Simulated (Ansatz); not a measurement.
Cubic perovskite CsPbBr₃ (cubic high-temperature phase) was calculated with r²SCAN in Ansatz (plane waves, PAW).

Settings: plane-wave cutoff 600 eV, 4×4×4 k mesh, finite displacements, scalar-relativistic PAW data made under PBE.

The cell has the measured lattice: a = 5.874 Å, b = 5.874 Å, c = 5.874 Å, α = 90.00°, β = 90.00°, γ = 90.00°.

### Question
What does this level give for the high-frequency dielectric constant and dielectric constant ε0 (ions relaxed)?

### Answer

* **high-frequency dielectric constant**: 4.30
* **dielectric constant ε0 (ions relaxed)**: 47.9

Note: held by symmetry at 0 K, a high-temperature phase can be a saddle point; the cell isn't this level's own, so it is under some stress, which shifts stiffness and frequencies.

Spin–orbit coupling is not included; it can shift volumes and moduli of such heavy elements.

Ansatz is an electronic-structure program.
